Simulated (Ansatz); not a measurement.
Base system: GaN in the wurtzite structure (space group P6_3mc, No. 186; a = 3.183 Å, c = 5.184 Å). Axes: x lies along a and z along c of the hexagonal cell.

Levels (all Ansatz, a quantum-chemistry and plane-wave program, PAW): r2SCAN (500 eV, no spin-orbit coupling); HSE06 (420 eV, without spin-orbit coupling).

Its gap is 2.35 eV with r2SCAN and 3.20 eV with HSE06.

One thing is altered: tensile biaxial strain of 0.82 % in the plane normal to [001], as in epitaxy on a mismatched substrate; the out-of-plane cell vector and the atoms relax.

With r2SCAN the gap becomes 2.27 eV.

### Question
If the HSE06 correction stayed the same, what would the HSE06 gap be, and what does the HSE06 run give?

### Answer
A rigid correction of +0.85 eV gives 3.12 eV. The HSE06 run gives 3.11 eV, so the two effects roughly add.

Single points use the geometry relaxed with r2SCAN. No phonon test of stability was made.
